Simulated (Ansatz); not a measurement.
Band structure of CdTe (F-43m, 2 atoms in the cell).

```
CELL_PARAMETERS angstrom
      0.00000     3.24000     3.24000
      3.24000     0.00000     3.24000
      3.24000     3.24000     0.00000
ATOMIC_POSITIONS crystal
  Cd 0.00000 0.00000 0.00000
  Te 0.25000 0.25000 0.25000
```

Method: PBE (plane waves, PAW; Ansatz, a quantum-chemistry and plane-wave program).

Settings: basis.ecutwfc = 420 eV; kpoints.mp_grid.grid = 5 5 5; hamiltonian.xc = pbe; hamiltonian.pseudopotentials = {kind: paw} (the program's default PAW files); scf.occupations.method = fermi_dirac; scf.occupations.width = 0.05 eV; kpoints.band_path.npoints = 8.

The starting cell has typed, rounded lattice constants, without a prior relaxation at this level. Spin-orbit coupling is off.

Predict the gap along the standard path and the places of the band edges.

The gap along the path is 0.77 eV, direct at Γ to within 0.01 eV.

Levels in eV from the top of the valence band on the path, bands 15 to 21:
| point | 15 | 16 | 17 | 18 | 19 | 20 | 21 |
|---|---|---|---|---|---|---|---|
| Γ | -8.03 | 0.00 | 0.00 | 0.00 | 0.77 | 4.61 | 4.61 |
| X | -7.54 | -4.31 | -1.86 | -1.86 | 2.61 | 2.68 | 8.82 |
| W | -7.45 | -4.18 | -2.32 | -2.20 | 4.26 | 4.69 | 5.57 |
| K | -7.49 | -4.21 | -2.55 | -1.54 | 2.90 | 4.52 | 7.35 |
| L | -7.67 | -4.42 | -0.77 | -0.77 | 1.82 | 5.20 | 5.20 |
| U | -7.49 | -4.21 | -2.55 | -1.54 | 2.90 | 4.52 | 7.35 |

Keys are those of Ansatz 0.2.
